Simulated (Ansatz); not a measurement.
The reference is ZnS in the zinc blende structure (space group F-43m, No. 216; a = 5.3904 Å).

All numbers come from r2SCAN (Ansatz, an electronic-structure program, PAW, without spin-orbit coupling), earlier PAW set.

Base values:

| Property | Value |
|---|---|
| Lattice parameter a | 5.390 Å |

Perturbation: Pd takes the place of S on all its sites, then cell and atoms are relaxed.

### Question
How does this affect the lattice parameter a?

### Answer
The lattice parameter a goes up by 0.171 Å, from 5.390 Å to 5.561 Å.

Stability against distortions was not tested. As relaxed here, ZnPd is a hypothetical phase, not in the database extracts checked. The final runs are not spin-polarised.
